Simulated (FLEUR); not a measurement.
Input and output of a self-consistent single point for Zn (P6_3/mmc, 4 atoms in the cell) (FLEUR).

Computed with PBE, all-electron FLAPW (FLEUR), scalar-relativistic valence in FLEUR.

The change in words: lattice scaled by 0.98. Reference geometry:
```
CELL_PARAMETERS angstrom
      2.83140     0.00000     0.00000
     -1.41570     2.45206     0.00000
      0.00000     0.00000     9.11004
ATOMIC_POSITIONS crystal
  Zn 0.00000 0.00000 0.00000
  Zn 0.00000 0.00000 0.50000
  Zn 0.33333 0.66667 0.25000
  Zn 0.66667 0.33333 0.75000
```

Reference input (self-consistent single point, DFT, PBE, all-electron FLAPW (FLEUR), scalar-relativistic valence): Kmax = 4.1 1/bohr; GmaxXC = 16.4 1/bohr; xcFunctional = pbe; jspins = 1; l_soc = F; mode = gauss; fermiSmearingEnergy = 0.00999582 Htr; mesh (inpgen div1-3) = 13 13 4; inpgen gamma flag = true; Gmax = 16.4 1/bohr; numbands = 0; maxIterBroyd = 99. This run's input differs from it in these lines:

```diff
@@ -3,5 +3,5 @@
 &input film=f /
-5.3505672103 -0.0000001022 0.0000000000
--2.6752835166 4.6337271799 0.0000000000
-0.0000000000 0.0000000000 17.2154900330
+5.2435561120 -0.0000001748 0.0000000000
+-2.6217779046 4.5410528866 0.0000000000
+0.0000000000 0.0000000000 16.8711800434
 1.0
@@ -45,5 +45,5 @@
          <bravaisMatrix>
-            <row-1>    5.3505672103000004    -0.0000001022000000     0.0000000000000000</row-1>
-            <row-2>   -2.6752835166000000     4.6337271799000002     0.0000000000000000</row-2>
-            <row-3>    0.0000000000000000     0.0000000000000000    17.2154900329999982</row-3>
+            <row-1>    5.2435561120000003    -0.0000001748000000     0.0000000000000000</row-1>
+            <row-2>   -2.6217779046000000     4.5410528866000002     0.0000000000000000</row-2>
+            <row-3>    0.0000000000000000     0.0000000000000000    16.8711800433999990</row-3>
          </bravaisMatrix>
```

The program printed (abridged):

```
 Iteration:     1   Distance:       9.22870658 me/bohr^3
 Iteration:     2   Distance:       7.57244905 me/bohr^3
 Iteration:     3   Distance:       3.70719801 me/bohr^3
 Iteration:     4   Distance:       2.16611675 me/bohr^3
 Iteration:     5   Distance:       2.35786079 me/bohr^3
   [... 7 lines left out ...]
 Iteration:    13   Distance:       0.00012055 me/bohr^3
 Iteration:    14   Distance:       0.00003589 me/bohr^3
 Iteration:    15   Distance:       0.00001235 me/bohr^3
 Iteration:    16   Distance:       0.00000117 me/bohr^3
 Run finished successfully
 Stop message:
   Structural relaxation: Done

[file out, last iteration]
             iter=     17
[...]
          total density-effective poten   -1.1426152457E+04
          total charge density-energy d   -2.8670529376E+02
 Updated energy parameters for spin:           1
[...]
 fermi energy and band-weighting factors:

[...]
FERMIE:
          first approx. to ef    (T=0)  :   0.289118 htr   (energy of the highest occ. eigenvalue)
          number of occ. states  (T=0)  :       1517
          first approx. to seigv (T=0)  :   1.250938 htr
          sum of weights of occ. states :  24.001479
          sum of semicore charge        :   0.000000 e
          fermi energy=   0.28817 har   work function=  -7.84145 ev
          number of valence electrons=  48.00000
     band-weighting factor for spin=    1
   [... lines left out ...]
          total moment                 =     0.00000
 Direct bandgap for spin            1 :    4.1249530203678608E-003  Htr
 ---->    free energy=                     -7184.4914759397 htr
   [... lines left out ...]
      extrapolation for T->0
 ---->    total electron energy=           -7184.4914759397 htr
 ***** TOTAL FORCES ON ATOMS *****
 TOTAL FORCE FOR ATOM TYPE=  1  X=  0.000   Y=  0.000   Z=  0.000
                       FX_TOT= 0.000000 FY_TOT= 0.000000 FZ_TOT= 0.000000
 TOTAL FORCE FOR ATOM TYPE=  2  X=  2.622   Y= -1.514   Z=  4.218
                       FX_TOT= 0.000000 FY_TOT= 0.000000 FZ_TOT= 0.000000
 Structural relaxation: Done
```

The run converged in 16 iterations. FLEUR gives forces in its relaxation mode, with a further iteration, so its stop message speaks of a relaxation. Against the reference run the total energy drops by 5.7 meV/atom.

The starting cell was generated: these elements placed on a structure prototype, without a prior relaxation; it need not be a known phase or ordering of this composition. Its lattice was rescaled by a random factor within 2.5 % of one. For this run, on top of that: lattice scaled by 0.98. Values depend on the basis (sphere radii, cutoffs, local orbitals), which need not be converged. The log's line on a gap gives a spacing of levels on this mesh, which the program prints for metals too.

Cost on one core of a shared machine: roughly 2 min.
